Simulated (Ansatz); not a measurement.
## O on the 1x1 (111) surface of fcc Rh, one in a 2x2 cell, started at the site 'hollow Rh-Rh-Rh over Rh at depth 4.4 Å'

The numbers are results of r2SCAN, at the PBE geometry (plane waves to 500 eV, PAW; Ansatz, a quantum-chemistry and plane-wave program), not measurements.

Slab: 17 atoms, 6.5 Å thick at the start under the adsorbate (thin: gaps and levels are the slab's own); k 6x6x1, smearing 0.1 eV, dipole-corrected; single point; on the structure that PBE left under its start's symmetry; no spin, no spin-orbit, no U, no dispersion correction. At the end it is bonded to 3 Rh. In PBE it is, or lies within 0.03 eV of, the lowest of the starts that converged; the order may differ at this level.

| Item | Result |
|---|---|
| adsorption energy against ½ O2(g) at the same level | -2.15 eV |
| work function of the top face | 5.75 eV |
| change of the work function | 0.61 eV |
| change of the step from the bottom to the top vacuum level, against the clean slab | 0.60 eV |
| height of the binding atom over the mean of the host atoms within 0.3 Å of the top one | 1.213 Å |
| nearest host atoms of the binding atom | Rh at 2.00 Å, Rh at 2.00 Å, Rh at 2.00 Å |
| cost | very roughly 2.5 core-minutes |

A negative adsorption energy means that the adsorbate is more stable on the surface than in its reference.
